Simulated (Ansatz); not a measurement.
# A constructed model of the (100) surface of bcc Fe, ferromagnetic, a layer of Ti in place of the second plane (bottom of the slab: a bare face, its two planes held)

The numbers are results of PBE (plane waves to 420 eV, PAW; Ansatz, an electronic-structure program), not measurements.

Slab: 6 atoms, 7.4 Å thick at the start (thin: gaps and levels are the slab's own); k 13x13x1, smearing 0.1 eV, dipole-corrected; 2 atoms held, the rest relaxed; symmetry of the start imposed; spin-polarised, ending with about 11.2 μB a cell; orders that need a larger cell were not tried, no spin-orbit, no U. It is one candidate, not shown to be the stable structure of the face.

* **work function of the top face**: 4.03 eV
* **energy released by relaxation**: 0.015 eV
* **magnetic moment of the cell**: 11.24 μB
* **cost**: roughly 5 core-minutes
